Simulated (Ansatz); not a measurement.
The parent structure is ScAgSe₂ (space group P-3m1, No. 164; a = 3.897 Å, c = 6.627 Å; a cell from a computed database, its experimental status unchecked).

All numbers come from Kohn–Sham DFT with the r2SCAN functional, run in Ansatz (a quantum-chemistry and plane-wave program) with PAW and 500 eV plane waves, without spin-orbit coupling, earlier PAW set.

Base values:

* **Shortest interatomic distance**: 5.148 bohr
* **Band gap**: 0.98 eV

One thing is altered: cell and atoms relaxed at a pressure of 7.5 GPa.

How does this affect the shortest interatomic distance and band gap?

The shortest interatomic distance shrinks by 0.1154 bohr (5.148 bohr → 5.032 bohr); the band gap shrinks by 0.32 eV, from 0.98 eV to 0.66 eV.

Load acts through the strain it causes; cell and atoms are relaxed under it. No phonon test of stability was made. Competing high-pressure phases were not computed. The final runs are not spin-polarised.
